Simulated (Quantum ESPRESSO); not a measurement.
How a calculation on MgS (Fm-3m, 2 atoms in the cell) responds to its settings

```yaml
crystal:
  lattice:
    - [-2.60440, 0.00000, 2.60440]
    - [0.00000, 2.60440, 2.60440]
    - [-2.60440, 2.60440, 0.00000]
  atoms:
    - { symbol: Mg, position: [0.00000, 0.00000, 0.00000] }
    - { symbol: S, position: [0.50000, 0.50000, 0.50000] }
```

Base run A: PBE, GBRV 1.5 ultrasoft (PBE) pseudopotentials run with Quantum ESPRESSO, self-consistent single point.

Its settings: ecutwfc = 40 Ry; ecutrho = 200 Ry; occupations = fixed; potentials = {Mg: mg_pbe_v1.4.uspp.F.UPF, S: s_pbe_v1.4.uspp.F.UPF}; K_POINTS = automatic 11 11 11 0 0 0; nbnd = 16; conv_thr = 1e-10 Ry.

The starting cell comes from a database of computed structures (which also holds hypothetical and non-ambient phases and stackings), without a prior relaxation at this level.

ΔF is the free energy per atom less that of run A. 

Run A gave: pressure (GPa) 0.85; gap on the mesh (eV) 2.869; k-points 56.

Runs:
- B: K_POINTS = automatic 9 9 9 0 0 0
- C: K_POINTS = automatic 9 9 9 1 1 1
- D: K_POINTS = automatic 10 10 10 0 0 0
- E: K_POINTS = automatic 10 10 10 1 1 1
- F: K_POINTS = automatic 11 11 11 1 1 1
- G: K_POINTS = automatic 12 12 12 0 0 0
- H: K_POINTS = automatic 12 12 12 1 1 1
- I: K_POINTS = automatic 11 11 11 0 0 1

Question: What does run B change against A?

Answer: The free energy is nearly the same (within 1 meV/atom), the pressure stays at 0.85 GPa and the gap on the mesh goes from 2.869 to 2.911 eV.

Question: What does run I change against A?

Answer: The free energy is nearly the same (within 1 meV/atom), the pressure stays at 0.85 GPa and the gap on the mesh goes from 2.869 to 2.893 eV.

Question: What does run C change against A?

Answer: The free energy is nearly the same (within 1 meV/atom), the pressure stays at 0.85 GPa and the gap on the mesh goes from 2.869 to 2.944 eV.

| run | ΔF (meV/atom) | pressure (GPa) | gap on the mesh (eV) | k-points |
|---|---|---|---|---|
| A | 0.00 | 0.85 | 2.869 | 56 |
| B | 0.03 | 0.85 | 2.911 | 35 |
| C | 0.00 | 0.85 | 2.944 | 85 |
| D | 0.01 | 0.85 | 2.782 | 47 |
| E | 0.00 | 0.85 | 2.915 | 110 |
| F | 0.00 | 0.85 | 2.893 | 146 |
| G | 0.00 | 0.85 | 2.782 | 72 |
| H | 0.00 | 0.85 | 2.875 | 182 |
| I | 0.00 | 0.85 | 2.893 | 146 |
